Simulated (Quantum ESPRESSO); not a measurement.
Quantum ESPRESSO run on RbCl (Fm-3m, 2 atoms in the cell): self-consistent single point.

Method of the run: BLYP, PSlibrary ultrasoft (PBE) pseudopotentials (plane waves; Quantum ESPRESSO).

```
CELL_PARAMETERS angstrom
     -3.26867     0.00000     3.26867
      0.00000     3.26867     3.26867
     -3.26867     3.26867     0.00000
ATOMIC_POSITIONS crystal
  Rb 0.00000 0.00000 0.00000
  Cl 0.50000 0.50000 0.50000
```

Reference input (self-consistent single point, DFT, PBE, plane waves, PSlibrary ultrasoft (PBE) pseudopotentials): ecutwfc = 50 Ry; ecutrho = 350 Ry; occupations = smearing; smearing = fermi-dirac; degauss = 0.000734986 Ry; potentials = {Rb: Rb.pbe-spn-rrkjus_psl.1.0.0.UPF, Cl: Cl.pbe-nl-rrkjus_psl.1.0.0.UPF}; K_POINTS = automatic 7 7 7 0 0 0; conv_thr = 1e-09 Ry; mixing_beta = 0.5. This run's input differs from it in these lines:

```diff
@@ -18,2 +18,3 @@
     degauss = 0.000734986
+    input_dft = 'blyp'
 /
```

Output, abridged:

```
     Self-consistent Calculation

     iteration #  1     ecut=    50.00 Ry     beta= 0.50

     Threshold (ethr) on eigenvalues was too large:
     Diagonalizing with lowered threshold

     total energy              =     -90.10337547 Ry
     estimated scf accuracy    <       0.09019179 Ry

     iteration #  2     ecut=    50.00 Ry     beta= 0.50

     total energy              =     -90.12515567 Ry
     estimated scf accuracy    <       0.00495037 Ry

     iteration #  3     ecut=    50.00 Ry     beta= 0.50

     total energy              =     -90.12554786 Ry
     estimated scf accuracy    <       0.00099673 Ry

   [... 2 blocks of this kind left out ...]

     iteration #  6     ecut=    50.00 Ry     beta= 0.50

     total energy              =     -90.12561117 Ry
     estimated scf accuracy    <       0.00000046 Ry

     iteration #  7     ecut=    50.00 Ry     beta= 0.50
     End of self-consistent calculation

     the Fermi energy is     3.2047 ev

!    total energy              =     -90.12561128 Ry
     estimated scf accuracy    <          7.0E-10 Ry
     smearing contrib. (-TS)   =       0.00000000 Ry
     internal energy E=F+TS    =     -90.12561128 Ry

     convergence has been achieved in   7 iterations

     Forces acting on atoms (cartesian axes, Ry/au):

     atom    1 type  1   force =     0.00000000    0.00000000    0.00000000
     atom    2 type  2   force =     0.00000000    0.00000000    0.00000000

     Total force =     0.000000     Total SCF correction =     0.000000

          total   stress  (Ry/bohr**3)                   (kbar)     P=       20.87
   0.00014187  -0.00000000  -0.00000000           20.87       -0.00       -0.00
  -0.00000000   0.00014187   0.00000000           -0.00       20.87        0.00
  -0.00000000   0.00000000   0.00014187           -0.00        0.00       20.87

   JOB DONE.
```

The run converged in 7 iterations. Against the reference run the pressure goes from 1.20 to 2.09 GPa and the gap on the mesh goes from 5.065 to 5.050 eV.

The starting cell comes from a database of computed structures (which also holds hypothetical and non-ambient phases and stackings), without a prior relaxation at this level. Its lattice was rescaled by a random factor within 2.5 % of one.
